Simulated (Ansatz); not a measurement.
**A computed series for Si: pressure series**

Start from Si in the diamond structure (space group Fd-3m, No. 227; a = 5.444 Å).

Cell and atoms are relaxed at each pressure.

The values are results of r2SCAN, PAW, 500 eV (Ansatz, a first-principles code; no spin-orbit coupling), earlier PAW set, not measurements.

Candidates:
(a) pressure 4.2 GPa
(b) pressure 60 GPa
(c) pressure 9 GPa
(d) pressure −2 GPa
(e) pressure 18 GPa

Base values:

The band gap is 0.78 eV.

Q: Order them by band gap, lowest first.

A: (b) pressure 60 GPa (zero), (e) pressure 18 GPa (0.49 eV), (c) pressure 9 GPa (0.63 eV), (a) pressure 4.2 GPa (0.70 eV), (d) pressure −2 GPa (0.81 eV)

Load acts through the strain it causes; cell and atoms are relaxed under it. Whether these cells are dynamically stable was not tested. Measured, Si leaves this structure (for the β-tin structure) near 12 GPa (room temperature; as listed in arXiv:1906.07825). A zero or small gap of Si under pressure 60 GPa can be the functional's error rather than a property of the material.
